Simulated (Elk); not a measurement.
Band structure of Al2CrB2Mo (Amm2, 6 atoms in the cell).

```
Al2CrB2Mo
1.0
    3.05892     0.00000     0.00000
    0.00000     1.56905     6.93578
    0.00000    -1.56905     6.93578
Al Cr B Mo
2 1 2 1
Cartesian
  1.52946   0.00000   9.61327
  0.00000   0.00000   4.16729
  0.00000   0.00000   1.20544
  1.52946   0.00000   7.43613
  0.00000   0.00000   6.53434
  1.52946   0.00000  12.65821
```

Computed with LDA (PW92), all-electron FP-LAPW, Elk's shipped species files, default APW+lo basis (Elk).

Settings: swidth = 0.00367493 Ha; ngridk = 7 7 7; rmtscf = 0.87; maxscl = 100.

The starting cell comes from a database of computed structures (which also holds hypothetical and non-ambient phases and stackings), without a prior relaxation at this level. Spin polarisation is off. Values depend on the basis (sphere radii, cutoffs, local orbitals), which need not be converged.

Levels in eV from the Fermi level, bands 23 to 30:
```tsv
point	23	24	25	26	27	28	29	30
Γ	-2.38	-0.41	-0.11	0.13	0.72	0.76	1.70	2.08
X	-1.95	-1.39	-1.18	-0.91	0.41	0.84	1.46	2.13
S	-1.88	-1.40	-1.17	-0.91	0.45	0.85	1.39	2.06
R	-2.01	-1.83	-1.68	-1.53	0.66	1.25	1.89	1.98
A	-1.96	-1.81	-1.65	-1.65	0.68	1.24	1.90	2.03
Z	-2.86	-2.75	-0.25	-0.09	0.73	0.78	0.86	1.86
Y	-1.91	-0.11	-0.07	0.15	0.72	0.74	1.21	1.78
X1	-1.95	-1.39	-1.18	-0.91	0.41	0.84	1.46	2.13
A1	-1.96	-1.81	-1.65	-1.65	0.68	1.24	1.90	2.03
T	-3.05	-3.02	-0.31	-0.16	0.18	0.59	1.03	1.59
```

Bands cross the Fermi level along this path, so the cell is metallic at this level.
